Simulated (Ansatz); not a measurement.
A user runs Ansatz (an electronic-structure program) on BaO (Fm-3m, 2 atoms in the cell) and asks whether the run is sound. The aim is a self-consistent single point with DFT, LDA (PW92), plane waves, default PAW files made with PBE.

Cell that was meant: a = 3.9213 Å, b = 3.9213 Å, c = 3.9213 Å, α = 60.00°, β = 60.00°, γ = 60.00°.

Part of the input:

Ansatz 0.2 input:
```yaml
  xc: lda
  pseudopotentials: { kind: paw }
scf:
  occupations: { method: fermi_dirac, width: 1.36 eV }
output:
  forces: true
  eigenvalues: true
```

Log, with long lists cut:

```
WARN basis.ecutwfc = 420 eV, the default
WARN ansatz: RAYON_NUM_THREADS=1 ignored (pool sized by the plan → 1); use --threads N
   [... lines left out ...]
PAW frozen core: O, regenerated for the run's functional, and the local potential with it
Initial density: superposition of atomic densities (neutral atoms: chi_scale 0, normalization atom), corrected by the library's trained network
Initial wavefunctions: pseudopotential atomic-orbital guess
Eigensolver: davidson
Functional: x = slater, c = lda
SCF iter   1: F=—  HF=-6339.773605 eV  |F-HF|=—  |Δ(HF+E_count)|=         —  Δρ=6.03e-2  dr2=2.28e0  ethr=1.77e-3  ⟨swp⟩=10.1  Hψ=10988  notcnv=0
all-band conjugate gradients solve this SCF's bands
automatic band count: the SCF goes on with 34 bands, as 21 were too few: the levels above may hold too much charge
preconditioner: auto → Kerker (q_TF=auto, 2.317 Å⁻¹)
   [... lines left out ...]
SCF iter   4: F=—  HF=-6339.353813 eV  |F-HF|=—  |Δ(HF+E_count)|=   2.64e-3  Δρ=6.68e-4  dr2=1.51e-4  ethr=7.80e-5  ⟨swp⟩=1.0  Hψ=986  notcnv=0
SCF iter   5: F=—  HF=-6339.353861 eV  |F-HF|=—  |Δ(HF+E_count)|=   4.78e-5  Δρ=1.58e-4  dr2=1.15e-5  ethr=9.44e-7  ⟨swp⟩=1.0  Hψ=986  notcnv=0
SCF iter   6: F=—  HF=-6339.353865 eV  |F-HF|=—  |Δ(HF+E_count)|=   3.87e-6  Δρ=3.46e-5  dr2=6.01e-7  ethr=7.21e-8  ⟨swp⟩=1.0  Hψ=986  notcnv=0
SCF iter   7: F=-6339.353865 eV  HF=-6339.353865 eV  |F-HF|=1.57e-9  |Δ(HF+E_count)|=   9.39e-8  Δρ=5.13e-6  dr2=1.08e-8  ethr=6.25e-10  ⟨swp⟩=7.4  Hψ=4342  notcnv=0
SCF 1 converged in 7 iterations: F = -6339.353865 eV  dr2 = 1.08e-8
Free energy (F): -6339.353865 eV
Internal energy: -6334.389716 eV  (E = F + TS)
E sigma→0 (E₀):  -6336.871790 eV
Entropy (-TS):   -4.964150 eV (-2482.075 meV/atom)
Fermi energy:    9.633628 eV
--- Forces (eV/Å), atoms counted from 1 ---
  atom   1  Ba     0.00000000     0.00000000     0.00000000
  atom   2  O      0.00000000    -0.00000000    -0.00000000
--- Stress (GPa, compression-positive) ---
        0.684061      -0.000000       0.000000
       -0.000000       0.684061       0.000000
        0.000000      -0.000000       0.684061
  P = ⅓ Tr σ = 0.6841 GPa (6.841 kbar)
  The stress holds the Pulay correction. Without it, at fixed plane waves, as pw.x and ABINIT print it: P = 0.2977 GPa
```

Problem. Is this run sound? If not, what is wrong?

Solution. The run is not sound. The fault is a smearing width that is far too large. A width of many tenths of an electronvolt moves electrons far across the Fermi level or the gap, and the free energy and its derivatives carry a large smearing term. To fix it, use a width small against the gap or band features. The run converged in 7 iterations without an error; against the sound input the free energy falls by 895 meV/atom and the pressure goes from -4.56 to 0.68 GPa.

An input that runs soundly differs in these lines (not the only fix; some lines may just follow from the change or write a value another way):
```diff
-  occupations: { method: fermi_dirac, width: 1.36 eV }
+  occupations: { method: fixed }
```

With that input, the run converged in 6 iterations: free energy E − TS (on the zero of these files) -6337.5636 eV; top of the valence band (on the code's own zero) 8.14 eV; gap on the k-point mesh 1.92 eV; pressure -4.56 GPa (DFT, LDA (PW92), plane waves, default PAW files made with PBE).

On the sound input: the starting cell comes from a database of computed structures (which also holds hypothetical and non-ambient phases and stackings), without a prior relaxation at this level. Its lattice was rescaled by a random factor within 2.5 % of one. With a pressure of about -5 GPa the cell is away from its equilibrium volume at this level. Ansatz's pressure includes its estimate of the finite-basis (Pulay) stress.
